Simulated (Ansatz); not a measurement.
## PBE against PBEsol: hypothetical diamond La, pressure 0.3 GPa

Start from La in the diamond structure (space group Fd-3m, No. 227; a = 6.680 Å; a hypothetical phase, not in the database extracts checked).

(Cell as relaxed with PBE.)

Levels (all Ansatz, a program for electronic structure, PAW): PBE (420 eV, scalar-relativistic without spin-orbit coupling); PBEsol (420 eV, no spin-orbit coupling).

Each level relaxes its own structure.

| base | PBE | PBEsol |
|---|---|---|
| volume per atom | 37.25 Å³ | 35.34 Å³ |
| lattice parameter a | 6.680 Å | 6.563 Å |
| band gap | zero | zero |

It is then changed as follows: cell and atoms relaxed at a pressure of 0.3 GPa.

```json
[
 {"quantity": "volume per atom", "PBE": "37.01 Å³", "PBEsol": "…"},
 {"quantity": "band gap", "PBE": "zero", "PBEsol": "…"}
]
```

**Question.** Predict the PBEsol column.

**Answer.** 
- volume per atom, PBEsol: 35.15 Å³
- band gap, PBEsol: zero

PBE's volume per atom lies 1.86 Å³ above PBEsol's (5.3 %); the two agree on the band gap. Neither level is exact; PBEsol is the comparison here, not a measurement.

Load acts through the strain it causes; cell and atoms are relaxed under it. No phonon test of stability was made.
